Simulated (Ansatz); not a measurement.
Input and output of a relaxation of the atoms for YAlSi (Cm, 6 atoms in the cell) (Ansatz, a first-principles code).

Level of theory: LDA (PW92), default PAW files made with PBE (plane waves; Ansatz).

The change in words: one atom moved by 0.15 angstrom; relax: default → atoms; relax.f_tol: default → 0.2 eV/Å. Reference geometry:
```xyz
6
Lattice="1.9802 -5.1435 0.0000 1.9802 5.1435 0.0000 0.0000 0.0000 5.6765" Properties=species:S:1:pos:R:3 pbc="T T T"
Y      1.9802     2.0039     1.4191
Y      1.9802    -2.0039     4.2574
Al     0.0000     0.0000     2.8383
Al     0.0000     0.0000     0.0000
Si     1.9802     1.0113     4.2574
Si     1.9802    -1.0113     1.4191
```

Reference input (self-consistent single point, DFT, LDA (PW92), plane waves, default PAW files made with PBE): basis.ecutwfc = 420 eV; kpoints.mp_grid.grid = 9 9 6; hamiltonian.xc = lda; hamiltonian.pseudopotentials = {kind: paw} (the program's default PAW files); scf.occupations.method = fermi_dirac; scf.occupations.width = 0.1 eV. This run's input differs from it in these lines:

```diff
@@ -6,3 +6,3 @@
   atoms:
-    - { symbol: Y, position_ang: [1.980174, 2.003893, 1.419126] }
+    - { symbol: Y, position_ang: [1.980174, 2.003893, 1.569128] }
     - { symbol: Y, position_ang: [1.980174, -2.003893, 4.257379] }
@@ -21,2 +21,4 @@
   occupations: { method: fermi_dirac, width: 0.1 }
+relax:
+  f_tol: 0.2
 output:
```

Output (repeated stretches shortened):

```
   [... SCF lines of the steps left out ...]
relax step   1: F+E_penalty+E_count = -9738.26954014 eV  Δ(F+E_penalty+E_count) = +0.000e0 eV  max|allowed force component| = 1.068e0 eV/Å  Δτ_max = 0.0000 Å  (6 SCF iters, dr2 threshold 1.00e-4 eV, accepted)
relax step   2: F+E_penalty+E_count = -9738.31484391 eV  Δ(F+E_penalty+E_count) = -4.530e-2 eV  max|allowed force component| = 6.597e-1 eV/Å  Δτ_max = 0.1965 Å  (5 SCF iters, dr2 threshold 7.13e-5 eV, accepted)
relax step   3: F+E_penalty+E_count = -9738.35026038 eV  Δ(F+E_penalty+E_count) = -3.542e-2 eV  max|allowed force component| = 3.107e-2 eV/Å  Δτ_max = 0.0751 Å  (6 SCF iters, accepted)
the relaxation is at rest under the 2 symmetry operations that the run kept from its start: a minimum is not shown …
Free energy (F): -9738.350260 eV
Internal energy: -9738.287344 eV  (E = F + TS)
E sigma→0 (E₀):  -9738.318802 eV
Entropy (-TS):   -0.062917 eV (-10.486 meV/atom)
Fermi energy:    9.943427 eV
--- Forces (eV/Å), atoms counted from 1 ---
  atom   1  Y     -0.00000000     0.02543506    -0.01912314
  atom   2  Y      0.00000000    -0.00030547    -0.03106306
  atom   3  Al     0.00000000     0.00862237     0.01152718
  atom   4  Al    -0.00000000    -0.01414460    -0.00288837
  atom   5  Si     0.00000000     0.00110470     0.01130246
  atom   6  Si    -0.00000000    -0.02071882     0.03026987
   [... lines left out ...]
    - { symbol: Al, position: [0.00045455419047887364, -0.00045455419047887386, 0.5041271649297479] }
    - { symbol: Al, position: [-0.0005317345055148653, 0.0005317345055148655, 0.004318820886942474] }
    - { symbol: Si, position: [0.39996458351412617, 0.6000354164858737, 0.7541071972546929] }
    - { symbol: Si, position: [0.5999000580042015, 0.40009994199579835, 0.2536625916192848] }
```

The run converged.  The full log also holds: “iter 4 did not close the SCF: its close was put off for the readings that it lacked (scf_convergence_deferred on its scf_iter line)”. The full log also holds: “iter 5 did not close the SCF: its close was put off for the readings that it lacked (scf_convergence_deferred on its scf_iter line)”.

Summary of the result:
```
Item                                                    Result
-----------------------------------------------  -------------
Free energy E − TS (on the zero of these files)  -9738.3503 eV
Fermi level (on the code's own zero)                   9.94 eV
Pressure                                             -2.71 GPa
Largest force (vector length)                       0.037 eV/Å
Relaxation steps                                             3
```

The starting cell comes from a database of computed structures (which also holds hypothetical and non-ambient phases and stackings), without a prior relaxation at this level. Its lattice was rescaled by up to half a per cent. For this run, on top of that: one atom moved by 0.15 angstrom. Ansatz's pressure includes its estimate of the finite-basis (Pulay) stress.

Cost on one core of a shared machine: roughly 2 min.

Keys are those of Ansatz 0.2.
